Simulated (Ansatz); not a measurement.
# ZnO, response to strain

Consider ZnO in the wurtzite structure (space group P6_3mc, No. 186; a = 3.2300 Å, c = 5.2144 Å). Axes: x lies along a and z along c of the hexagonal cell.

Strains are applied to the cell and any free atomic positions relax.

Computed with DFT with PBEsol, PAW potentials and a 420 eV plane-wave cutoff in Ansatz (an electronic-structure program), without spin-orbit coupling.

Notes on the quantities. energy relative to the base: free energy F.

```tsv
uniaxial strain ε_zz (%)	energy relative to the base (meV/atom)
-3	7.1
-2.4	4.6
-1.8	2.6
-1.2	?
-0.6	0.3
0	0.0
```

### Question
Fit ΔE = Aε² + Bε³ (ε in %) to the rows shown and predict the withheld row.

### Answer
Least squares on the printed values gives A = 0.829 and B = 0.013 meV/atom (largest residual 0.0 meV/atom); this predicts 1.2 meV/atom, and the run gives 1.1 meV/atom, in agreement.

Stability against distortions was not tested.
